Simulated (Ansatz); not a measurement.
## Pressure series in GaN

Take GaN in the wurtzite structure (space group P6_3mc, No. 186; a = 3.152 Å, c = 5.138 Å) as the base.

Cell and atoms are relaxed at each pressure.

The values are results of LDA (Ansatz, an electronic-structure program; PAW; 420 eV plane waves; no spin-orbit coupling), not measurements.

```tsv
variant	band gap	electron mass	density
base	2.13 eV	0.18 mₑ along c, 0.20 mₑ across (at Γ)	6.29 g/cm³
pressure −2 GPa	2.06 eV	0.17 mₑ along c, 0.19 mₑ across (at Γ)	6.23 g/cm³
pressure −1 GPa	2.10 eV	0.17 mₑ along c, 0.19 mₑ across (at Γ)	6.26 g/cm³
pressure 0.9 GPa	2.16 eV	0.18 mₑ along c, 0.20 mₑ across (at Γ)	6.32 g/cm³
pressure 2.1 GPa	2.20 eV	0.18 mₑ along c, 0.20 mₑ across (at Γ)	6.35 g/cm³
pressure 4.5 GPa	2.27 eV	0.19 mₑ along c, 0.21 mₑ across (at Γ)	6.43 g/cm³
pressure 9 GPa	2.40 eV	0.19 mₑ along c, 0.22 mₑ across (at Γ)	6.55 g/cm³
pressure 15 GPa	___	0.21 mₑ along c, 0.23 mₑ across (at Γ)	___
pressure 22.5 GPa	2.74 eV	0.22 mₑ along c, 0.24 mₑ across (at Γ)	6.89 g/cm³
pressure 30 GPa	2.90 eV	0.23 mₑ along c, 0.26 mₑ across (at Γ)	7.06 g/cm³
```

Complete the table.


- pressure 15 GPa, band gap: 2.56 eV
- pressure 15 GPa, density: 6.71 g/cm³

Load acts through the strain it causes; cell and atoms are relaxed under it. Masses are band curvatures over ±0.01 Å⁻¹ around the edge. Stability against distortions was not tested. Tetrahedral semiconductors of this kind turn to denser phases somewhere between about 1 and 50 GPa; those were not computed, so compressed cells here can lie past the real transition.
